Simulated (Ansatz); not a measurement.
Functionals compared on a constructed model of the (111) surface of fcc Rh, a pseudomorphic layer of Ag in the host's stacking (bottom of the slab: a bare face, its two planes held), in Ansatz (plane waves, PAW). The structure was relaxed with PBE; the other rows are single points on it. Cutoff 420 eV (500 eV for r2SCAN).

Set-up: 7 atoms, 13.6 Å thick at the start with caps and adatoms (thin: gaps and levels are the slab's own); mesh 16x16x1; 0.1 eV smearing; dipole correction on; 2 atoms held, the rest relaxed; start symmetry kept, larger cells not searched; no spin, no spin-orbit, no U. It is one candidate, not shown to be the stable structure of the face. These notes are the PBE run's.

| functional | work function of the top face (eV) | rough cost of the single point |
|---|---|---|
| PBE | 4.69 | – |
| RPBE | 4.49 | roughly 28 core-seconds |
| r2SCAN | 4.66 | roughly 60 core-seconds |

Ansatz is a quantum-chemistry and plane-wave program.
